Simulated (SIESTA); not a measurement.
Band structure of Ta2Si (I4/mcm, 6 atoms in the cell).

```xyz
6
Lattice="-3.0878 3.0878 2.5236 3.0878 -3.0878 2.5236 3.0878 3.0878 -2.5236" Properties=species:S:1:pos:R:3 pbc="T T T"
Ta     2.0775     1.0103     2.5236
Ta     1.0103     2.0775     0.0000
Ta    -1.0103     2.0775     2.5236
Ta     4.0980     1.0103     0.0000
Si     0.0000     0.0000     1.2618
Si     0.0000     0.0000     3.7855
```

Level of theory: LDA PW92, numerical atomic orbitals DZP, PseudoDojo LDA standard norm-conserving potentials (rewritten from UPF to PSML) (SIESTA).

Settings: XC.functional = LDA; XC.authors = PW92; potentials = PseudoDojo LDA standard; PAO.BasisSize = DZP; PAO.EnergyShift = 0.01 Ry; MeshCutoff = 400 Ry; kgrid.MonkhorstPack = 7 7 7; OccupationFunction = MP; OccupationMPOrder = 0; ElectronicTemperature = 0.1 eV; MaxSCFIterations = 150; SCF.Mixer.Method = Broyden; SCF.Mixer.Weight = 0.2; SCF.Mixer.History = 8.

The starting cell comes from a database of computed structures (which also holds hypothetical and non-ambient phases and stackings), without a prior relaxation at this level. Spin-orbit coupling is off. Spin polarisation is off. Values carry the incompleteness of an atom-centred basis.

Levels in eV from the Fermi level, bands 27 to 32:
| point | 27 | 28 | 29 | 30 | 31 | 32 |
|---|---|---|---|---|---|---|
| Γ | -2.39 | -1.95 | 0.19 | 0.24 | 0.93 | 1.28 |
| X | -1.83 | -1.40 | -0.17 | 0.00 | 0.07 | 0.64 |
| M | -1.00 | -1.00 | -0.99 | -0.97 | -0.26 | 0.20 |
| Z | -1.06 | -0.95 | -0.95 | -0.71 | -0.19 | 0.44 |
| P | -1.87 | -1.87 | -1.06 | -1.06 | 0.78 | 0.78 |
| N | -1.91 | -1.91 | -0.98 | -0.98 | 0.69 | 0.69 |
| Z1 | -1.06 | -0.95 | -0.95 | -0.71 | -0.19 | 0.44 |

Bands cross the Fermi level along this path, so the cell is metallic at this level.

Higher empty bands are left out: an atom-centred basis made for the valence describes them poorly.
